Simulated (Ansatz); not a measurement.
**LiCl under a change: I on a Cl site, symmetric start**

Start from a 16-atom supercell of LiCl in the rock salt structure (space group Fm-3m, No. 225; a = 5.112 Å) at its relaxed geometry.

Perturbation: one Cl atom is replaced by I, atoms relaxed at fixed cell.

Method: r2SCAN in Ansatz (plane waves to 500 eV, PAW, no SOC). Settings: 4×4×4 k-points, 0.01 eV Fermi–Dirac smearing.

| quantity | base | changed | shift |
|---|---|---|---|
| pressure | 0.0 GPa | 3.2 GPa | +3.15 GPa |
| energy gained by relaxation | – | 0.24 eV | – |
| largest displacement of a host atom from its site in the perfect cell | – | 0.12 Å | – |
| mean distance from the defect site to its nearest host atoms | 2.56 Å | 2.67 Å | +0.115 Å |

Final structure:

```yaml
crystal:
  lattice:
    - [0.00000, 5.11228, 5.11228]
    - [5.11228, 0.00000, 5.11228]
    - [5.11228, 5.11228, 0.00000]
  atoms:
    - { symbol: I, position: [0.00000, 0.00000, 0.00000] }
    - { symbol: Cl, position: [0.00000, 0.00000, 0.50000] }
    - { symbol: Cl, position: [0.00000, 0.50000, 0.00000] }
    - { symbol: Cl, position: [0.00000, 0.50000, 0.50000] }
    - { symbol: Cl, position: [0.50000, 0.00000, 0.00000] }
    - { symbol: Cl, position: [0.50000, 0.00000, 0.50000] }
    - { symbol: Cl, position: [0.50000, 0.50000, 0.00000] }
    - { symbol: Cl, position: [0.50000, 0.50000, 0.50000] }
    - { symbol: Li, position: [0.25000, 0.25000, 0.25000] }
    - { symbol: Li, position: [0.26127, 0.26127, 0.73873] }
    - { symbol: Li, position: [0.26127, 0.73873, 0.26127] }
    - { symbol: Li, position: [0.26127, 0.73873, 0.73873] }
    - { symbol: Li, position: [0.73873, 0.26127, 0.26127] }
    - { symbol: Li, position: [0.73873, 0.26127, 0.73873] }
    - { symbol: Li, position: [0.73873, 0.73873, 0.26127] }
    - { symbol: Li, position: [0.75000, 0.75000, 0.75000] }
```

Cost of the whole job for the changed cell (relaxation, final SCF and bands): very roughly 4 core-minutes.

Other magnetic orders, which the real material may have, were not ruled out. In so small a cell the defect repeats every few ångströms: this is an ordered compound, not a dilute defect. The defect started on the symmetric site and kept its symmetry, so it may sit on a saddle. Seeded moments were not kept for I on a Cl site. The defect cell is spin-polarised and ends with 0.0 μB.

Ansatz is a quantum-chemistry and plane-wave program.
